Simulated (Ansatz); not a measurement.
Element substitutions in Y

Base system: Y in the hcp (Mg type) structure (space group P6_3/mmc, No. 194; a = 3.6557 Å, c = 5.6788 Å).

Each row replaces one element on all its sites; cell and atoms are relaxed.

Calculations: PBE (Ansatz, a program for electronic structure), no spin-orbit coupling, earlier PAW set.

Candidates:
(a) Y → Gd
(b) Y → Tb
(c) Y → La

Before the change:

- Volume per atom: 32.86 Å³

Order them by volume per atom, highest first.

(c) Y → La (37.63 Å³), (a) Y → Gd (33.62 Å³), (b) Y → Tb (32.48 Å³)

The magnetic state is the one reached from the starting moments; the real material's order can differ, and small cells can't hold many antiferromagnetic ones. Open 4f shells without U are poorly described, and the f state was not checked. No phonon test of stability was made. Spin-polarised in the final run: Gd and Tb; the other runs are not.
